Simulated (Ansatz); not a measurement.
A single helical Te chain, relaxed period 5.622 Å, atoms relaxed at each strain.

```tsv
strain	energy (meV a period)	axial force (nN)
-0.015	+3.8	-0.13
+0.015	+3.0	+0.13
```

Level of theory: PBE+D3(BJ) (plane waves to 420 eV, PAW; Ansatz, an electronic-structure program). Mesh 1×1×54. No spin polarisation, so a magnetic state wasn't tested. Periodic along z alone, with about 11 Å of vacuum beside it. An idealised model. Symmetry and one short period hold its shape; lower forms weren't sought. Pairing along the axis, which can open a gap, is among the distortions not tried. Values not marked SOC lack spin–orbit coupling. Buckling under compression is shut out by symmetry and the short period. Energies are free energies at a Fermi–Dirac width of 0.02 eV, from the unstrained cell.

Task: Work out the axial stiffness dF/dε in two ways.

Result: From the forces: (+0.13 − (-0.13))/0.030 = 8.7 nN. From the energies: (E₊ + E₋)/(ε² c) = 0.0068 eV/(0.015² × 5.622 Å) = 5.38 eV/Å = 8.6 nN. The two agree to within 2 %.
